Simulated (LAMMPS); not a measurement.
MD of CdTe (zinc blende) at zero pressure, 216 atoms, as a crystal; each row is its own run.

Method: classical MD, pair style bop, file CdTe.bop.table (LAMMPS).

```csv
T (K),volume (Å³/atom)
200,39.997
300,40.086
610,40.369
810,40.568
1010,40.771
1420,41.119
1620,41.517
```

**Question.** Fit a straight line, y = a + b x, to these rows (x is the first column, y the second) and predict the run at x = 1220.

**Answer.** Least squares gives a = 39.764 and b = 0.001019. At x = 1220 the fit predicts 41.006 Å³/atom. The run itself gave 40.91 ± 0.01 Å³/atom, so the fit is 0.23 % high.

Caution: with bond-order CdTe.bop.table the 0 K volume of this crystal is 17 % off the measured one.

Caution (rows 610; 810; 1010; 1220; 1420; 1620): a run this short can hold a crystal over, or a liquid under, the potential's own melting point, which these runs don't give.
